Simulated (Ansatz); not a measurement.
**Ni$_{3}$Si under load (space group P4/mmm): band-structure transport figures**

Given:

```
Ni3Si
1.0
    3.44224     0.00000     0.00000
    0.00000     3.44224     0.00000
    0.00000     0.00000     3.48021
Si Ni
1 3
Cartesian
  0.00000   0.00000   0.00000
  0.00000   1.72112   1.74010
  1.72112   0.00000   1.74010
  1.72112   1.72112   0.00000
```

Computed with PBEsol, rigid bands (plane waves, PAW, scalar-relativistic; Ansatz, a quantum-chemistry and plane-wave program). Condition of this run: biaxial stress xx = yy = 2 GPa (compression positive) (the target of the relaxation). How the cell was made: cell and atoms relaxed with PBEsol, then loaded as said.

- density of states at the Fermi level = 2.10 states/(eV·cell), both spins
- bare Sommerfeld coefficient = 1.24 mJ/(mol of atoms·K²)
- Drude plasma energy = 1.88 (x), 1.88 (y), 1.77 (z) eV
- root-mean-square Fermi velocity = 1.6e5 m/s
- resistivity times τ = 138 (x), 138 (y), 156 (z) ×10⁻²² Ω·m·s

A metal at this level (no band gap); rigid bands, thermally averaged at 300 K, both spins. Spin-orbit coupling is left out. τ is one relaxation time for all states.

Computed structure with no diffraction record at hand here (it may be known, metastable or hypothetical): Ni3Si under load (space group P4/mmm). Treated as nonmagnetic (a ferromagnetic start lost its moment, other orders weren't tried): Ni3Si under load (space group P4/mmm).
